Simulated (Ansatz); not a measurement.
Si_Hf+V_O in monoclinic HfO2: one set of geometries, relaxed with PBE, evaluated in Ansatz (PAW, plane waves to 420 eV, 500 eV under r2SCAN) with PBE, r2SCAN.

Details: 96-site cell; 2×2×2 shifted k-points; start: the Hf site; O(1,3-fold) 2.15 Å away; charged states image-corrected; no spin–orbit coupling; finite-size errors of tenths of an eV; relaxed from one start, so a lower configuration may exist; flagged in the runs: a doubtful potential alignment, a host whose relaxation on this sampling wasn't shown to rest, a strain field that reaches the edge of the cell.

```tsv
quantity	PBE	r2SCAN
host gap (eV)	4.04	[?]
ε(+2/+1) above the VBM (eV), not thermodynamic with PBE	3.30	[?]
ε(+1/0) above the VBM (eV), not thermodynamic with PBE	3.27	[?]
largest moment on one atom at charge +1 (μB)	0.07	[?]
neutral formation energy against hcp Hf, O2 molecule in a box, silicon (eV)	10.40	[?]
```

Question: Given the lower rungs, what does r2SCAN give?

Answer: 
- host gap (eV), r2SCAN: 4.54
- ε(+2/+1) above the VBM (eV), not thermodynamic with PBE, r2SCAN: 3.64
- ε(+1/0) above the VBM (eV), not thermodynamic with PBE, r2SCAN: 3.83
- largest moment on one atom at charge +1 (μB), r2SCAN: 0.07
- neutral formation energy against hcp Hf, O2 molecule in a box, silicon (eV), r2SCAN: 11.60

Ansatz is a quantum-chemistry and plane-wave program.
